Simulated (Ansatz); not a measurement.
## The (111) surface of germanium, I on every top atom (bottom of the slab: 1 H on 1 bottom site)

These are PBE (plane waves to 420 eV, PAW; Ansatz, a first-principles code) values and carry that method's errors.

Model: 10-atom slab, 15.0 Å thick at the start with caps and adatoms, 8x8x1 mesh, Fermi-Dirac 0.025 eV, dipole correction, 2 atoms held, the rest relaxed; start symmetry kept, larger cells not searched; no spin (no spin-polarised run to compare, though such a face may carry moments), no spin-orbit, no U. The slab shows no gap on its mesh. It is one candidate, not shown to be the stable structure of the face.

| Item | Value |
|---|---|
| work function of the top face | 4.82 eV |
| energy released by relaxation | 0.012 eV |
| cost | around 100 core-seconds (rough) |
